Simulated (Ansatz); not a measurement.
**Thickness series in ZnS**

Consider ZnS in the wurtzite structure (space group P6_3mc, No. 186; a = 3.782 Å, c = 6.208 Å). Axes: x lies along a and z along c of the hexagonal cell.

Free-standing slabs (4 atom(s) a layer) normal to the y axis with 15 Å of vacuum; in-plane cell held at bulk.

The values are results of DFT with PBEsol, PAW potentials and a 420 eV plane-wave cutoff in Ansatz (a first-principles code), spin-orbit coupling left out, earlier PAW set, not measurements.

Notes on the quantities. excess energy per area of both faces: slab less bulk energy over the cell's area: twice a surface energy.

```tsv
case	band gap	excess energy per area of both faces	change of the spacing d23 from its bulk value of 2.184 Å
base	2.15 eV	–	–
1 layer	2.77 eV	–	–
2 layers	2.36 eV	0.93 J/m²	+4.8 %
3 layers	2.27 eV	0.95 J/m²	+2.6 %
4 layers	2.23 eV	0.96 J/m²	+2.4 %
```

The excess energy carries the mismatch between the slab's and the bulk's meshes. Gaps are Kohn–Sham eigenvalue differences; semilocal functionals usually give less than the measured gap. Stability against distortions was not tested.
